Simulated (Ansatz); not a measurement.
Gap of a one-dimensional MgO body, 16 atoms a period, form 2 at several levels, all on one geometry.

```xyz
16
Lattice="21.5000 0.0000 0.0000 0.0000 13.5000 0.0000 0.0000 0.0000 2.9699" Properties=species:S:1:pos:R:3 pbc="T T T"
Mg     5.9570     5.9141     0.0000
O      7.1015     5.3965     1.4849
O      5.8081     7.7678     0.0000
Mg     7.0364     8.0489     1.4849
Mg     8.6148     5.6745     0.0000
O     10.0195     5.6431     1.4849
O      8.5903     7.8621     0.0000
Mg    10.0030     7.8013     1.4849
Mg    11.4970     5.6987     0.0000
O     12.9097     5.6379     1.4849
O     11.4805     7.8569     0.0000
Mg    12.8852     7.8255     1.4849
Mg    14.4636     5.4511     0.0000
O     15.6919     5.7322     1.4849
O     14.3985     8.1035     0.0000
Mg    15.5430     7.5859     1.4849
```

Levels: PBE (plane waves to 420 eV, PAW; Ansatz, a program for electronic structure); r2SCAN (plane waves to 500 eV, PAW; Ansatz); HSE06 (Ansatz). Unmarked values and the geometry are of the first. Mesh 1×1×12. No spin polarisation. Periodic along z alone, with about 11 Å of vacuum beside it. A hypothetical model. Only distortions within the start's symmetry and period were free. On relaxing, bonds broke or formed, so the name tells the start alone. HSE06 ran on a 1×1×6 mesh and at PBE's edge points.

| level | gap (eV) |
|---|---|
| PBE | 1.18 |
| r2SCAN | 1.61 |
| HSE06 | [?] |

Task: Complete the blanks.

Result: 
- HSE06, gap (eV): 2.37
